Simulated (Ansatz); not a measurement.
Consider the following.

```yaml
crystal:
  lattice:
    - [0.00000, 2.86117, 2.86117]
    - [2.86117, 0.00000, 2.86117]
    - [2.86117, 2.86117, 0.00000]
  atoms:
    - { symbol: Ga, position: [0.00000, 0.00000, 0.00000] }
    - { symbol: As, position: [0.25000, 0.25000, 0.25000] }
```

These are r2SCAN with spin-orbit coupling, rigid bands (plane waves, PAW; Ansatz, a first-principles code) values and carry that method's errors. Condition of this run: hydrostatic pressure -2 GPa (the target of the relaxation). Geometry: cell and atoms relaxed with r2SCAN, then loaded as said.

Question: What conductivity effective mass do dilute electrons have at 300 K?

Answer: 0.046 mₑ.

Question: Predict the hole conductivity mass (n e² τ/σ) at 300 K, by direction if it differs.

Answer: 0.42 mₑ.

Question: And the band gap?

Answer: 0.62 eV at this level; semilocal functionals usually fall short of the measured gap.

Rigid bands, one relaxation time for all states, no polarons.
